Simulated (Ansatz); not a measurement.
Results of LDA (plane waves, PAW; Ansatz, an electronic-structure program) for LiF (model structure, started from the CsCl type, Pm-3m, No. 221, 2 atoms in the cell).

Numerical settings: plane-wave cutoff 520 eV, 14×14×14 k mesh, Fermi–Dirac smearing 0.01 eV, scalar-relativistic PAW data made under PBE.

Computed at the level's own relaxed cell.

```
LiF
1.0
    2.46599     0.00000     0.00000
    0.00000     2.46599     0.00000
    0.00000     0.00000     2.46599
Li F
1 1
Cartesian
  0.00000   0.00000   0.00000
  1.23299   1.23299   1.23299
```

List the 5 lowest band energies at Γ above −25 eV (eV, relative to the valence band maximum), grouping those that round alike.

At Γ: -20.93, -0.81 (×3), 8.29.

Note: the relaxation could raise the start's symmetry but not lower it, so the cell can be a saddle point.

A model structure was made by putting elements into a prototype or built by hand; it is no filed structure, need not be a known phase, and can be a saddle point held by its symmetry.
